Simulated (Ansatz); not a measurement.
What uniaxial strain ε_xx = +1.00 % does to Hf

Base system: Hf in the hcp (Mg type) structure (space group P6_3/mmc, No. 194; a = 3.1983 Å, c = 5.0488 Å; relaxed with 0.1 eV smearing). Axes: x lies along a and z along c of the hexagonal cell.

It is then changed as follows: uniaxial strain ε_xx = +1.00 %, all other strain components held at zero; the atoms relax in the strained cell.

Level of theory: plane-wave PAW DFT at the r2SCAN level (Ansatz, an electronic-structure program, 500 eV), no spin-orbit coupling. k-mesh 21×21×12 (Γ-centred); smearing 0.1 eV (Fermi–Dirac).

The volume per atom goes up by 0.224 Å³, from 22.36 Å³ to 22.59 Å³ and the space group changes from P6_3/mmc (No. 194) to Cmcm (No. 63). The shortest interatomic distance goes up by 0.4 pm (312.8 pm → 313.2 pm) and the energy rises by 1.3 meV/atom. The pressure (mean of the normal stresses, compression positive) goes from zero to -1.1 GPa and the band gap stays zero. The stress (xx, yy, zz, yz, xz, xy; compression positive) comes out as (-1.8, -0.8, -0.6, 0.0, 0.0, 0.0) GPa.

Final structure:

```
CELL_PARAMETERS angstrom
      3.23027     0.00000     0.00000
     -1.61514     2.76980     0.00000
      0.00000     0.00000     5.04882
ATOMIC_POSITIONS crystal
  Hf 0.66799 0.33598 0.75000
  Hf 0.33201 0.66402 0.25000
```

No phonon test of stability was made. The final runs are not spin-polarised.
